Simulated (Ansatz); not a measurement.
# NbAs, pressure series

Take NbAs (space group I4_1md, No. 109; a = 3.474 Å, c = 11.749 Å) as the base.

Cell and atoms are relaxed at each pressure.

Calculations: PBE in Ansatz (plane waves to 420 eV, PAW, no spin-orbit coupling).

```json
[
 {"change": "base", "lattice parameter a": "3.474 Å", "c/a ratio": "3.382"},
 {"change": "pressure −2 GPa", "lattice parameter a": "…", "c/a ratio": "3.391"},
 {"change": "pressure −1 GPa", "lattice parameter a": "3.480 Å", "c/a ratio": "3.386"},
 {"change": "pressure 0.9 GPa", "lattice parameter a": "3.468 Å", "c/a ratio": "3.379"},
 {"change": "pressure 2.1 GPa", "lattice parameter a": "3.462 Å", "c/a ratio": "3.374"},
 {"change": "pressure 4.5 GPa", "lattice parameter a": "3.449 Å", "c/a ratio": "3.364"},
 {"change": "pressure 9 GPa", "lattice parameter a": "3.427 Å", "c/a ratio": "3.349"},
 {"change": "pressure 15 GPa", "lattice parameter a": "3.402 Å", "c/a ratio": "3.328"},
 {"change": "pressure 22.5 GPa", "lattice parameter a": "3.374 Å", "c/a ratio": "3.305"},
 {"change": "pressure 30 GPa", "lattice parameter a": "3.349 Å", "c/a ratio": "…"}
]
```

Problem. Complete the table.

Solution. 
- pressure −2 GPa, lattice parameter a: 3.486 Å
- pressure 30 GPa, c/a ratio: 3.283

Load acts through the strain it causes; cell and atoms are relaxed under it. No phonon test of stability was made. Competing high-pressure phases were not computed. The final runs are not spin-polarised.

Ansatz is an electronic-structure program.
